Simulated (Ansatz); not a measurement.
The starting structures come from a database of crystals and need not be the phases stable at ambient conditions.

**Evanescent states of MgSe (P6_3mc, wurtzite, not sure to be the ambient phase, 4 atoms a cell, 26.3 Å³ an atom) along the normal of (110)**

Level of theory: r2SCAN (plane waves, PAW; Ansatz, a program for electronic structure).

No gap correction and no spin-orbit coupling; mid-gap values are interpolated between computed energies.

Energies count from the valence-band top; κ is the least over a 6×4 mesh across the current.

```tsv
E (eV)	κ (1/Å)	where
0.08	0.095	Γ
0.24	0.132	Γ
0.40	0.157	Γ
0.56	0.176	Γ
0.72	0.190	Γ
0.88	0.201	Γ
1.04	0.209	Γ
1.20	0.214	Γ
1.36	0.218	Γ
1.52	0.220	Γ
1.68	0.220	Γ
1.84	0.218	Γ
2.00	0.214	Γ
2.16	0.209	Γ
2.32	0.201	Γ
2.48	0.191	Γ
2.64	0.178	Γ
2.80	0.162	Γ
2.96	0.141	Γ
3.12	0.112	Γ
3.28	0.066	Γ
```

Task: How thick must the barrier be to attenuate the transmission by 10^8 when the electrodes' Fermi level lies at 2.16 eV, and what attenuation does that film give at 2.64 eV?

Result: d = 8 ln 10 / (2 × 0.209) = 44.1 Å. At 2.64 eV it gives 8 × 0.178/0.209 = 6.8 decades.
